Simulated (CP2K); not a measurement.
## Converging shifted k-point meshes: Bi (R-3m, 2 atoms in the cell)

```yaml
crystal:
  lattice:
    - [4.72281, 0.00000, 0.00000]
    - [2.55292, 3.97336, 0.00000]
    - [2.55292, 1.39418, 3.72073]
  atoms:
    - { symbol: Bi, position: [0.23824, 0.23824, 0.23824] }
    - { symbol: Bi, position: [0.76600, 0.76600, 0.76600] }
```

Computed with CP2K with PBEsol, GPW, DZVP-MOLOPT-SR-GTH basis, GTH-PBE potentials (GTH_POTENTIALS).

Base settings: CUTOFF = 400 Ry; REL_CUTOFF = 60 Ry; SMEAR/METHOD = GAUSSIAN; SIGMA = 0.1 eV; KPOINTS/SCHEME = MONKHORST-PACK 4 4 4; GAMMA_CENTERED = T; XC_FUNCTIONAL = PBE:PBESOL; Bi/BASIS_SET = DZVP-MOLOPT-SR-GTH; Bi/POTENTIAL = GTH-PBE-q5; METHOD = GPW.

In this ladder: GAMMA_CENTERED = default.

Only quantities that move along the ladder and can be compared are tabulated.

The starting cell has typed, rounded lattice constants, without a prior relaxation at this level. Its lattice was rescaled by up to half a per cent. One atom was moved a little off its site on purpose. Values carry the incompleteness of an atom-centred basis. The potentials were made for another functional than the one used. Without a gap this mesh is coarse (it stands for a supercell whose shortest vector is 18 Å).

| KPOINTS/SCHEME | free energy less the last step's (meV/atom) | pressure (GPa) | largest difference of a force vector from the last step's (eV/Å) |
|---|---|---|---|
| MONKHORST-PACK 2 2 2 | -277.93 | 0.70 | 0.261 |
| MACDONALD 3 3 3 0.1666666667 0.1666666667 0.1666666667 | 7.45 | 1.32 | 0.740 |
| MONKHORST-PACK 4 4 4 | -19.19 | 1.27 | 0.282 |
| MACDONALD 5 5 5 0.1 0.1 0.1 | -21.66 | 1.23 | 0.187 |
| MONKHORST-PACK 6 6 6 | -14.62 | 1.18 | 0.081 |
| MACDONALD 7 7 7 0.07142857143 0.07142857143 0.07142857143 | -6.31 | 1.31 | 0.096 |
| MONKHORST-PACK 8 8 8 | -7.55 | 1.29 | 0.021 |
| MACDONALD 9 9 9 0.05555555556 0.05555555556 0.05555555556 | -3.69 | 1.30 | 0.032 |
| MONKHORST-PACK 10 10 10 | -3.18 | 1.32 | 0.014 |
| MONKHORST-PACK 12 12 12 | -1.22 | 1.33 | 0.004 |
| MACDONALD 13 13 13 0.03846153846 0.03846153846 0.03846153846 | -0.41 | 1.34 | 0.004 |
| MONKHORST-PACK 14 14 14 | 0.00 | 1.34 | 0.000 |

Coarsest KPOINTS/SCHEME that holds the pressure within 0.2 GPa of the last step, with all finer ones: MACDONALD 3 3 3 0.1666666667 0.1666666667 0.1666666667; the step before is off by 0.64 GPa.

Coarsest KPOINTS/SCHEME that holds the free energy within 5 meV/atom of the last step, with all finer ones: MACDONALD 9 9 9 0.05555555556 0.05555555556 0.05555555556; the step before is off by 7.6 meV/atom.

Coarsest KPOINTS/SCHEME that holds the forces within 0.01 eV/Å of the last step, with all finer ones: MONKHORST-PACK 12 12 12; the step before is off by 0.014 eV/Å.
